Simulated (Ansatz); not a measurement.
HgSe: biaxial strain −0.50 %, plane normal [001], relaxed out of plane

Base system: HgSe in the zinc blende structure (space group F-43m, No. 216; a = 6.063 Å). Axes: x, y, z lie along the cube axes.

It is then changed as follows: biaxial strain −0.50 %, plane normal [001], relaxed out of plane (Cartesian); in-plane vectors clamped, the third vector and the atoms free.

Level of theory: LDA/PAW in Ansatz (a program for electronic structure), spin-orbit coupling left out. Γ-centred 9×9×9 mesh, Fermi–Dirac width 0.05 eV.

| quantity | base | changed | shift |
|---|---|---|---|
| volume per atom | 27.86 Å³ | 27.80 Å³ | -0.06 Å³ |
| energy relative to the base (free energy F) | 0 meV/atom | +0.2 meV/atom | +0.2 meV/atom |
| pressure (mean of the normal stresses, compression positive) | 0.0 GPa | 0.1 GPa | +0.1 GPa |
| band gap | zero | zero | – |
| out-of-plane strain (rough) | – | +0.79 % | – |
| mean in-plane stress (compression positive) (rough) | – | +0.2 GPa | – |

Cost of the whole job for the changed cell (relaxation, final SCF and bands): around 60 core-seconds (rough).

The mesh was chosen for an insulator and is coarse for the gapless case. Without a gap, meshes like the base's 9×9×9 leave anisotropic stresses uncertain by several tenths of a GPa, and small strain energies with them. Spin-orbit coupling, missing from the scalar runs, can matter with Hg. Whether these cells are dynamically stable was not tested. The final runs are not spin-polarised. The zero or small gap of HgSe can change with the level of theory.
